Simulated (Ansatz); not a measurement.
Take InAgTe2 in the chalcopyrite structure (space group I-42d, No. 122; a = 6.431 Å, c = 12.767 Å) as the base. Axes: x, y, z lie along a, b, c of the conventional cell.

All numbers come from PBEsol (Ansatz, an electronic-structure program, PAW, spin-orbit coupling left out).

Base values:

| Item | Result |
|---|---|
| Shortest interatomic distance | 2.746 Å |
| Band gap | 0.08 eV |

Perturbation: uniaxial stress, 2 GPa tension along x; all other stress components relax to zero.

### Question
What does the calculation give for the shortest interatomic distance after the change?

### Answer
The shortest interatomic distance increases by 0.023 Å (2.746 Å → 2.769 Å).

### Question
What does the calculation give for the band gap after the change?

### Answer
The band gap goes from 0.08 eV to zero.

With Te present, leaving out spin-orbit coupling can change the band edges. Load acts through the strain it causes; cell and atoms are relaxed under it. Beyond what the load breaks, stability against distortions was not tested. The final runs are not spin-polarised. Gaps under 0.05 eV, about the width of the smearing, are given as zero. The zero or small gap of InAgTe2 can change with the level of theory.
